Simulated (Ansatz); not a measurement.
An Ansatz (a first-principles code) input (r2SCAN (Ansatz), no spin-orbit coupling):

Ansatz 0.2 input:
```yaml
crystal:
  lattice:
    - [2.4502700049, 0, 0]
    - [-0.8167566683, 2.3101367149, 0]
    - [0, 0, 23.0025483253]
  atoms:
    - { symbol: Cr, position: [0.25, 0.25, 0.3260508311] }
    - { symbol: Cr, position: [0.75, 0.75, 0.4130254156] }
    - { symbol: Cr, position: [1.25, 1.25, 0.5] }
    - { symbol: Cr, position: [1.75, 1.75, 0.5869745844] }
    - { symbol: Cr, position: [2.25, 2.25, 0.6739491689] }
basis: { ecutwfc: 500, ecutrho_ratio: 4, xc_grid: 4, fft_grid_basis: typed }
kpoints: { mp_grid: { grid: [20, 20, 1] } }
hamiltonian:
  xc: r2scan
  dispersion: none
  pseudopotentials: { kind: paw }
scf: { occupations: { method: fermi_dirac, width: 0.05 }, convergence: { dr2_threshold: 0.0000000005 } }
relax: { f_tol: 0.01, max_steps: 50 }
output: { forces: true, stress: true }
checkpoint: { write: state.ck, write_every: 1000 }
```

Problem. Which symmetry and how many k-points will the program report, and about how many plane waves at Γ?

Solution. Space group Cmmm (ITA 65) with 8 operations, k-points 111 of 400, and 3369 plane waves at Γ.

Whether these cells are dynamically stable was not tested. All final runs are without spin polarisation. The cell was made from Cr in the bcc (W type) structure (space group Im-3m, No. 229; non-magnetic) by this change: a free-standing slab of 5 layers (5 atoms, 1 a layer) is cut normal to [110], with 15 Å of vacuum and the in-plane cell held at bulk.
